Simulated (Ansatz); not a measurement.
## CdTe: response to strain

Consider CdTe in the zinc blende structure (space group F-43m, No. 216; a = 6.6180 Å).

Strains are applied to the cell and any free atomic positions relax.

All numbers come from Kohn–Sham DFT with the PBE functional, run in Ansatz (a quantum-chemistry and plane-wave program) with PAW and 420 eV plane waves, no SOC.

Candidates:
(a) isotropic strain −3.00 %
(b) isotropic strain +3.00 %
(c) isotropic strain +0.50 %

Notes on the quantities. energy relative to the base: free energy F.

Question: Order them by energy relative to the base, lowest first.

Answer: (c) isotropic strain +0.50 % (+0.9 meV/atom), (b) isotropic strain +3.00 % (+29 meV/atom), (a) isotropic strain −3.00 % (+36 meV/atom)

Stability against distortions was not tested.
